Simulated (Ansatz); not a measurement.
**Al on the 1x1 (111) surface of fcc Au (the real clean face reconstructs), one in a 2x2 cell, started at the site 'bridge Au-Au (span 2.9 Å)'**

Calculation: PBE (plane waves to 420 eV, PAW; Ansatz, a first-principles code).

Set-up: 17 atoms, 7.2 Å thick at the start under the adsorbate (thin: gaps and levels are the slab's own); mesh 6x6x1; 0.1 eV smearing; dipole correction on; 8 atoms held, the rest relaxed; held to the start's symmetry, so lower structures may exist; no spin, no spin-orbit, no U, no dispersion correction. At the end it is bonded to 3 Au. In PBE it is, or lies within 0.03 eV of, the lowest of the starts that converged.

- adsorption energy against an atom of fcc Al = 0.12 eV
- work function of the top face = 4.22 eV
- change of the work function = -0.91 eV
- change of the step from the bottom to the top vacuum level, against the clean slab = -0.98 eV
- energy released by relaxation = 0.34 eV
- height of the binding atom over the mean of the host atoms within 0.3 Å of the top one = 1.797 Å
- nearest host atoms of the binding atom = Au at 2.51 Å, Au at 2.51 Å, Au at 2.51 Å
- largest move of a host atom = 0.07 Å
- note = in the relaxation the adsorbate left its starting site by 0.8 Å
- cost = about 12 core-minutes (a rough figure)

A negative adsorption energy means that the adsorbate is more stable on the surface than in its reference.
